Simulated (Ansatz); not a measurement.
Carrier properties of monolayer As

Given:

```
As
1.0
    3.60509     0.00000     0.00000
   -1.80254     3.12210     0.00000
    0.00000     0.00000    17.27314
As
2
Direct
  0.66667   0.33333   0.54026
  0.33333   0.66667   0.45974
```

Computed with PBE, rigid bands (plane waves, PAW, scalar-relativistic; Ansatz, a quantum-chemistry and plane-wave program). Geometry: cell and atoms relaxed with PBE.

The band gap is 1.62 eV and the electron conductivity mass (300 K, dilute) comes out as 0.23 mₑ. The effective density of states N_c (300 K) is 1.8e13 cm⁻² and the Seebeck coefficient, n-type 1.7e12 cm⁻², 300 K comes out as -373 μV/K.

Rigid bands; masses and Seebeck coefficients take one relaxation time τ for all states and one kind of carrier; polarons and phonon drag are left out. Spin-orbit coupling is left out.
